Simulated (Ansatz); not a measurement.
Functionals compared on the (11-20) surface of hcp Y in its 1x1 cell, outermost plane spacing 1.83 Å in the ideal cut, in Ansatz (plane waves, PAW). The structure was relaxed with PBE; the other rows are single points on it, each with its references at the same level. Cutoff 420 eV (500 eV for r2SCAN).

Slab: 14 atoms, 11.0 Å thick at the start; k 7x6x1, smearing 0.1 eV, dipole-corrected; all atoms relaxed; symmetry of the start imposed; no spin, no spin-orbit, no U. These notes are the PBE run's.

| functional | surface energy (J/m²) | work function of the top face (eV) | rough cost of the single point |
|---|---|---|---|
| PBE | 1.02 | 2.96 | – |
| LDA | 1.17 | 3.13 | around 2.0 core-minutes (rough) |
| PBEsol | 1.12 | 3.01 | around 2.0 core-minutes (rough) |
| RPBE | 0.93 | 2.86 | around 2.1 core-minutes (rough) |
| r2SCAN | 1.08 | 3.00 | about 5 core-minutes (a rough figure) |

Ansatz is an electronic-structure program.
